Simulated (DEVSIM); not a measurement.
Device: TaN/Al2O3/n-Si capacitor, at 300 K.

```
layer (left to right)  material  thickness (nm)  Nd (cm⁻³)
---------------------  --------  --------------  ---------
1                         Al2O3            20.0          -
2                            Si            3400     2.9e16
```

Metal gate on the left, work function 4.4 eV. Fixed charge at the semiconductor interface 2.5e11 cm⁻² (in units of +e); no interface traps.

This is a model device: material constants are rounded textbook-type values typed into the input, and sizes, dopings and lifetimes were drawn at random. Values at 300 K.

```tsv
parameter	Al2O3	Si
gap (eV)	6.8	1.124
affinity (eV)	1.35	4.05
permittivity	9	11.7
Nc (cm⁻³)	-	2.86e19
Nv (cm⁻³)	-	3.1e19
```

DEVSIM, 1D Poisson equation in equilibrium, Boltzmann statistics, complete ionisation; no quantum confinement or tunnelling. Metal contacts follow the ideal Schottky-Mott rule: no Fermi-level pinning, no interface dipoles.

### Question
Give the band bending (positive: bands bend down) and minority sheet density.

### Answer

```json
[
 {"Vg (V)": "-2.2", "ψs (V)": "-0.945", "minority carriers (cm⁻²)": "2.7e12"},
 {"Vg (V)": "-1.9", "ψs (V)": "-0.932", "minority carriers (cm⁻²)": "2.0e12"},
 {"Vg (V)": "-1.6", "ψs (V)": "-0.915", "minority carriers (cm⁻²)": "1.3e12"},
 {"Vg (V)": "-1.3", "ψs (V)": "-0.888", "minority carriers (cm⁻²)": "6.4e11"},
 {"Vg (V)": "-1", "ψs (V)": "-0.822", "minority carriers (cm⁻²)": "7.5e10"},
 {"Vg (V)": "-0.7", "ψs (V)": "-0.587", "minority carriers (cm⁻²)": "< 1e8"},
 {"Vg (V)": "-0.4", "ψs (V)": "-0.334", "minority carriers (cm⁻²)": "< 1e8"},
 {"Vg (V)": "-0.1", "ψs (V)": "-0.103", "minority carriers (cm⁻²)": "< 1e8"},
 {"Vg (V)": "0.2", "ψs (V)": "0.050", "minority carriers (cm⁻²)": "< 1e8"},
 {"Vg (V)": "0.5", "ψs (V)": "0.110", "minority carriers (cm⁻²)": "< 1e8"},
 {"Vg (V)": "0.8", "ψs (V)": "0.140", "minority carriers (cm⁻²)": "< 1e8"},
 {"Vg (V)": "1.1", "ψs (V)": "0.159", "minority carriers (cm⁻²)": "< 1e8"},
 {"Vg (V)": "1.4", "ψs (V)": "0.174", "minority carriers (cm⁻²)": "< 1e8"}
]
```
